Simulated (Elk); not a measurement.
## Worked example: self-consistent single point of MgTe (F-43m, 2 atoms in the cell) in Elk

Method: PBE, all-electron FP-LAPW, Elk's shipped species files, APW+lo basis with extra local orbitals (Elk 10.2.4).

This input was run:

```
tasks
  0

xctype
  20

tforce
  .true.

rgkmax
  7.5

gmaxvr
  18.0

lmaxapw
  10

lmaxo
  8

nxlo
  2

lorbcnd
  .true.

lradstp
  2

nrmtscf
  2.0

lmaxi
  4

swidth
  0.00183747

maxscl
  100

scale
  1.889726125

avec
    0.0000000000    3.2100000000    3.2100000000
    3.2100000000    0.0000000000    3.2100000000
    3.2100000000    3.2100000000    0.0000000000

sppath
  'species/'

atoms
  2
  'Mg.in'
  1
  0.0000000000  0.0000000000  0.0000000000    0.0 0.0 0.0
  'Te.in'
  1
  0.2500000000  0.2500000000  0.2500000000    0.0 0.0 0.0

ngridk
  7 7 7
```

Output, abridged:

```
│ Elk code version 10.2.4 │

All units are atomic (Hartree, Bohr, etc.)

│ Ground-state run starting from atomic densities │

Lattice vectors :
   0.000000000       6.066020861       6.066020861
   6.066020861       0.000000000       6.066020861
   6.066020861       6.066020861       0.000000000

Unit cell volume      :    446.4179967
Brillouin zone volume :   0.5556456399

Muffin-tin inner radius fraction :   0.1000000000E-01

Nuclei treated as point charges

Species :    1 (Mg)
 parameters loaded from : Mg.in
 name : magnesium
 nuclear charge    :   -12.00000000
 electronic charge :    12.00000000
 atomic mass :    44305.30462
 muffin-tin radius :    2.200000000
 number of radial points in muffin-tin :    799
 atomic positions (lattice), magnetic fields (Cartesian) :
   1 :   0.00000000  0.00000000  0.00000000    0.00000000  0.00000000  0.00000000

Species :    2 (Te)
 parameters loaded from : Te.in
 name : tellurium
 nuclear charge    :   -52.00000000
 electronic charge :    52.00000000
 atomic mass :    232600.5707
 muffin-tin radius :    2.600000000
 number of radial points in muffin-tin :   1199
 atomic positions (lattice), magnetic fields (Cartesian) :
   1 :   0.25000000  0.25000000  0.25000000    0.00000000  0.00000000  0.00000000

Total number of atoms per unit cell :    2

Spin treatment :
 spin-unpolarised

Number of Bravais lattice symmetries :   48
Number of crystal symmetries         :   24
Crystal has no inversion symmetry
Complex Hermitian eigensolver will be used

k-point grid :      7     7     7
k-point offset :    0.000000000       0.000000000       0.000000000
k-point set is reduced with full crystal symmetry group
Total number of k-points :       30

Muffin-tin radius times maximum |G+k| :    7.500000000
 using average radius
Maximum |G+k| for APW functions       :    3.125000000
Maximum (1/2)|G+k|²                   :    4.882812500
Maximum |G| for potential and density :    18.00000000
 potential will be trimmed for |G| > 2 gkmax
Constant for pseudocharge density :   12
Radial integration step length :    2

G-vector grid sizes :     50    50    50
Number of G-vectors :    43895

Maximum angular momentum used for
 APW functions                      :   10
 outer part of muffin-tin           :    8
 inner part of muffin-tin           :    4

Total nuclear charge    :   -64.00000000
Total core charge       :    38.00000000
Total valence charge    :    26.00000000
Total excess charge     :    0.000000000
Total electronic charge :    64.00000000

Effective Wigner radius, rₛ :    1.185289318

Number of empty states         :    8
Total number of valence states :   21
Total number of core states    :   38

Conduction state local-orbitals added automatically
Total number of local-orbitals :  213

Exchange-correlation functional :     20     0     0
 Perdew-Burke-Ernzerhof, Phys. Rev. Lett. 77, 3865 (1996)
 gradient requirement :    1
 generalised gradient approximation (GGA)

Smearing type :    3
 Fermi-Dirac
Smearing width :   0.1837470000E-02
Effective electronic temperature (K) :    580.2271348

Mixing type :    3
 Broyden mixing, J. Phys. A: Math. Gen. 17, L317 (1984)

Kohn-Sham potential initialised from atomic data

│ Self-consistent loop started │
│ Loop number : 1 │
 total energy                :     -7004.32425225
│ Loop number : 2 │
 total energy                :     -7004.40957046
RMS change in Kohn-Sham potential (target) :   0.4105273262     (  0.1000000000E-05)
Absolute change in total energy (target)   :   0.8531820975E-01 (  0.1000000000E-03)
│ Loop number : 3 │
 total energy                :     -7002.67840934
RMS change in Kohn-Sham potential (target) :   0.3746812124     (  0.1000000000E-05)
Absolute change in total energy (target)   :    1.709831575     (  0.1000000000E-03)
│ Loop number : 4 │
 total energy                :     -6992.79928344
RMS change in Kohn-Sham potential (target) :   0.1567123124     (  0.1000000000E-05)
Absolute change in total energy (target)   :    10.30658379     (  0.1000000000E-03)
│ Loop number : 5 │
 total energy                :     -6992.47169400
RMS change in Kohn-Sham potential (target) :   0.7979300853E-01 (  0.1000000000E-05)
Absolute change in total energy (target)   :    2.904235383     (  0.1000000000E-03)
│ Loop number : 6 │
 total energy                :     -6994.78947880
RMS change in Kohn-Sham potential (target) :   0.3266928153E-01 (  0.1000000000E-05)
Absolute change in total energy (target)   :    1.591725952     (  0.1000000000E-03)
│ Loop number : 7 │
 total energy                :     -6996.97512809
RMS change in Kohn-Sham potential (target) :   0.4390649846E-02 (  0.1000000000E-05)
Absolute change in total energy (target)   :    2.583580776     (  0.1000000000E-03)
│ Loop number : 8 │
 total energy                :     -6997.40459382
RMS change in Kohn-Sham potential (target) :   0.1226106198E-02 (  0.1000000000E-05)
Absolute change in total energy (target)   :    1.075360930     (  0.1000000000E-03)
│ Loop number : 9 │
 total energy                :     -6997.37251973
RMS change in Kohn-Sham potential (target) :   0.4296412957E-03 (  0.1000000000E-05)
Absolute change in total energy (target)   :   0.2367661422     (  0.1000000000E-03)
│ Loop number : 10 │
 total energy                :     -6997.35057760
RMS change in Kohn-Sham potential (target) :   0.7416643040E-04 (  0.1000000000E-05)
Absolute change in total energy (target)   :   0.3724939913E-01 (  0.1000000000E-03)
│ Loop number : 11 │
 total energy                :     -6997.34577977
RMS change in Kohn-Sham potential (target) :   0.2581342054E-04 (  0.1000000000E-05)
Absolute change in total energy (target)   :   0.4514520714E-02 (  0.1000000000E-03)
│ Loop number : 12 │
 total energy                :     -6997.34359450
RMS change in Kohn-Sham potential (target) :   0.6178836697E-05 (  0.1000000000E-05)
Absolute change in total energy (target)   :   0.1056638024E-02 (  0.1000000000E-03)
│ Loop number : 13 │
 total energy                :     -6997.34329540
RMS change in Kohn-Sham potential (target) :   0.4106472272E-05 (  0.1000000000E-05)
Absolute change in total energy (target)   :   0.5632591474E-03 (  0.1000000000E-03)
│ Loop number : 14 │
 total energy                :     -6997.34300466
RMS change in Kohn-Sham potential (target) :   0.6485607763E-06 (  0.1000000000E-05)
Absolute change in total energy (target)   :   0.4315498809E-03 (  0.1000000000E-03)
│ Loop number : 15 │
 total energy                :     -6997.34304195
RMS change in Kohn-Sham potential (target) :   0.1622027560E-06 (  0.1000000000E-05)
Absolute change in total energy (target)   :   0.7060439748E-04 (  0.1000000000E-03)
Convergence targets achieved

│ Loop number : 16 │

Energies :
 Fermi                       :     0.120857319200
 sum of eigenvalues          :     -4237.85659142
 electron kinetic            :      7388.46311149
 core electron kinetic       :      7155.00093037
 Coulomb                     :     -14193.1134642
 Coulomb potential           :     -11375.0840933
 nuclear-nuclear             :     -513.802894184
 electron-nuclear            :     -15983.5370467
 Hartree                     :      2304.22647667
 Madelung                    :     -8505.57141753
 xc potential                :     -251.235609567
 exchange                    :     -189.450707050
 correlation                 :     -3.24199006945
 electron entropic           :    -0.405278960130E-11
 total energy                :     -6997.34304983

Density of states at Fermi energy :   0.5447951316E-07
 (states/Hartree/unit cell)

Estimated indirect band gap :   0.9212694449E-01
 from k-point      1 to k-point      1
Estimated direct band gap   :   0.9212694449E-01
 at k-point      1

Charges :
 core                        :    38.00000000
 valence                     :    26.00000000
 interstitial                :    3.422748601
 muffin-tins (core leakage)
  species :    1 (Mg)
   atom    1                 :    10.46517676     ( -0.1332267630E-14)
  species :    2 (Te)
   atom    1                 :    50.11207464     (  0.4057295896E-03)
 total in muffin-tins        :    60.57725140
 total calculated charge     :    63.99952909
 total charge                :    64.00000000
 error                       :   0.4709134333E-03

│ Self-consistent loop stopped │

Forces :
 species :    1 (Mg)
  atom :    1
   Hellmann-Feynman          :     0.00000000    0.00000000   -0.00000000
   IBS                       :    -0.00000000   -0.00000000    0.00000000
   total force               :    -0.00000000    0.00000000   -0.00000000
   total magnitude           :     0.00000000
 species :    2 (Te)
  atom :    1
   Hellmann-Feynman          :     0.00000000    0.00000000    0.00000000
   IBS                       :    -0.00000000   -0.00000000   -0.00000000
   total force               :     0.00000000   -0.00000000    0.00000000
   total magnitude           :     0.00000000
```

The run converged in 16 iterations. The count includes the last loop, which Elk runs after its targets are met.

The starting cell has typed, rounded lattice constants, without a prior relaxation at this level. Spin-orbit coupling is off. Values depend on the basis (sphere radii, cutoffs, local orbitals), which need not be converged.
